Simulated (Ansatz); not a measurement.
We consider CsCl-type TiCo, described by RPBE (plane waves, PAW; Ansatz, an electronic-structure program).

Settings: plane-wave cutoff 520 eV, 22×22×22 k mesh, Fermi–Dirac smearing 0.029 eV (set by the program), no spin polarisation, scalar-relativistic PAW data made under PBE.

Computed at the level's own relaxed cell.

Elastic tensor (GPa, Voigt notation, ions relaxed):

```
  201.6   149.1   149.1     0.0     0.0     0.0
  149.1   201.6   149.1     0.0     0.0     0.0
  149.1   149.1   201.6     0.0     0.0     0.0
    0.0     0.0     0.0    56.9     0.0     0.0
    0.0     0.0     0.0     0.0    56.9     0.0
    0.0     0.0     0.0     0.0     0.0    56.9
```

### Question
Work out the Voigt, Reuss and Hill averages of the bulk and shear moduli, Young's modulus and Poisson's ratio from the printed constants.

### Answer
K_V = [C11 + C22 + C33 + 2(C12 + C13 + C23)]/9 = [604.8 + 2 × 447.3]/9 = 166.6 GPa. G_V = [604.8 − 447.3 + 3 × 170.7]/15 = 44.6 GPa. From the compliances S = C⁻¹, K_R = 166.6 and G_R = 38.8 GPa. Hill means: K = 166.6, G = 41.7 GPa. E = 9KG/(3K + G) = 115 GPa, ν = (3K − 2G)/(6K + 2G) = 0.38, K/G = 4.00.

Computed values are for the static lattice.
